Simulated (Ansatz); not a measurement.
# AlRu under a change: biaxial strain +1.50 %, plane normal [001], relaxed out of plane

Take AlRu in the CsCl type structure (space group Pm-3m, No. 221; a = 2.955 Å; relaxed with 0.1 eV smearing) as the base. Axes: x, y, z lie along the cube axes.

Now apply this change: biaxial strain +1.50 %, plane normal [001], relaxed out of plane (Cartesian); in-plane vectors clamped, the third vector and the atoms free.

Computed with LDA, PAW, 420 eV (Ansatz, a program for electronic structure; no spin-orbit coupling). k-mesh 19×19×19 (Γ-centred); smearing 0.1 eV (Fermi–Dirac).

The space group changes from Pm-3m (No. 221) to P4/mmm (No. 123) and the shortest interatomic distance rises by 0.014 Å to 2.573 Å. The energy rises by 6.4 meV/atom and the pressure (mean of the normal stresses, compression positive) goes from zero to -3.5 GPa. The band gap stays zero and the out-of-plane strain is -1.35 %. The ratio −ε⊥/ε∥ is 0.90 and the mean in-plane stress (compression positive) amounts to -5.3 GPa.

Final structure (turned so that z lies along the plane normal):

```
CELL_PARAMETERS angstrom
      2.99883     0.00000     0.00000
      0.00000     2.99883     0.00000
      0.00000     0.00000     2.91450
ATOMIC_POSITIONS crystal
  Al 0.50000 0.50000 0.50000
  Ru 0.00000 0.00000 0.00000
```

No phonon test of stability was made. All final runs are without spin polarisation.
